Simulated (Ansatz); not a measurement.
The parent structure is GaN in the rock salt structure (space group Fm-3m, No. 225; a = 4.2195 Å; a model cell).

Calculations: PBEsol (Ansatz, a quantum-chemistry and plane-wave program; PAW; 420 eV plane waves; without spin-orbit coupling).

Carriers are added at fixed cell with a uniform background; the Fermi–Dirac width is that of 300 K.

One change was made to it. Results:

The Fermi level relative to the doped band's edge (positive inside the band; to 0.05 eV) comes out as +0.40 eV; the gap character stays indirect, K–Γ (52 % along) → X; the gap between the host's bands stays 0.54 eV.

### Question
What was done to the base?
A) holes 5.0×10^20 cm⁻³
B) electrons 5.0×10^20 cm⁻³
C) holes 3.0×10^21 cm⁻³

### Answer
B, electrons 5.0×10^20 cm⁻³. For comparison, the Fermi level from band edge in the other runs: holes 3.0×10^21 cm⁻³ gives +0.10 eV; holes 5.0×10^20 cm⁻³ gives 0.00 eV.

Charged cell with a jellium background: band edges are those of the host's band count, energies are not comparable with the neutral cell, and many-body gap narrowing is missing. Stability against distortions was not tested. The base started in Pnma and relaxed to Fm-3m at this level. This is not the structure that GaN has at room temperature and ambient pressure.
